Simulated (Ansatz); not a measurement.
Stishovite (SiO2) was calculated with r²SCAN+rVV10 (Ansatz, a first-principles code, PAW).

Run with plane-wave cutoff 560 eV, 8×8×12 k mesh (along the axes of the cell as run), Fermi–Dirac smearing 0.01 eV, scalar-relativistic PAW data made under PBE.

Energies at three volumes about the minimum:

```tsv
V (Å³/atom)	E − E_lowest (meV/atom)
7.598	3.13
7.753	0.00
7.908	2.88
```

Q: Fit a parabola by hand: where is the minimum, and what is the bulk modulus?

A: Slopes: (0.00 − 3.13)/(7.753 − 7.598) = -20.194 and (2.88 − 0.00)/(7.908 − 7.753) = 18.581 meV/Å³. Curvature E″ = 2 × (18.581 − (-20.194))/(7.908 − 7.598) = 250.161 meV/Å⁶. From the middle of the first interval, the slope vanishes at V0 = 7.6755 − (-20.194)/250.161 = 7.756 Å³/atom. B = V0 E″ = 7.756 × 250.161 meV/Å³ × 0.1602 GPa per meV/Å³ = 311 GPa. The full Birch–Murnaghan fit to all volumes gives V0 = 7.753 Å³/atom and B0 = 309 GPa.

Shape and atoms are relaxed at each volume.

Measured, for comparison: bulk modulus 310 ± 1 GPa (300 K, no zero-point or thermal correction; as tabulated in arXiv:1001.2066). Computed (rounded) less measured: bulk modulus -0.3 % (inside the measured uncertainty).

Note: the bulk modulus comes from volumes at which shape and atoms were relaxed.
